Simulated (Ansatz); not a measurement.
The starting structures come from a database of crystals and need not be the phases stable at ambient conditions.

Tunnelling through a barrier is set by its complex band structure: the current falls as exp(−2κd) with the smallest κ.

Consider the following.

```
MgPdF6
1.0
    4.93130     0.00000     0.00000
    2.46565     4.72932     0.00000
    2.46565     1.28548     4.07257
Mg Pd F
1 1 6
Cartesian
  4.93130   3.00740   2.03629
  0.00000   0.00000   0.00000
  4.02306   2.32367   3.66397
  5.83954   3.69113   0.40860
  4.21941   1.47901   0.98797
  5.64319   4.53579   3.08461
  6.55143   1.95252   2.48813
  3.31117   4.06228   1.58445
```

Space group of this cell: R-3. The cell is taken as given; by PBEsol its mean pressure is 0.7 GPa.

Transport runs along the normal of the first two printed cell vectors, the (101) plane of the conventional cell.

No gap correction and no spin-orbit coupling; mid-gap values are interpolated between computed energies.

Task: Predict the band gap and the smallest decay constant κ at mid-gap from PBEsol (Ansatz, a quantum-chemistry and plane-wave program).

Result: Gap 1.94 eV on a 8×8×8 mesh; κ = 0.540 1/Å, at (0.000, 0.500) of the in-plane reciprocal vectors. At the zone centre, at the nearest computed energy, the slowest state has κ = 0.58 1/Å.
